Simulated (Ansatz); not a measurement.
Task: Name crystals whose electron-phonon coupling λ lies between 0.31 and 0.48 and whose logarithmic mean phonon energy lies between 15.5 and 24 meV, by PBEsol, DFPT electron-phonon coupling, linearised Boltzmann equation in Ansatz (a first-principles code).

Result: Many crystals can fit; among those computed here:
- YAl$_{2}$ (Fd-3m): 0.40, 21 meV

Metals; harmonic phonons. Halving the electron mesh moves these values by up to 1 %; q meshes are mostly untested. Spin-orbit coupling is left out.
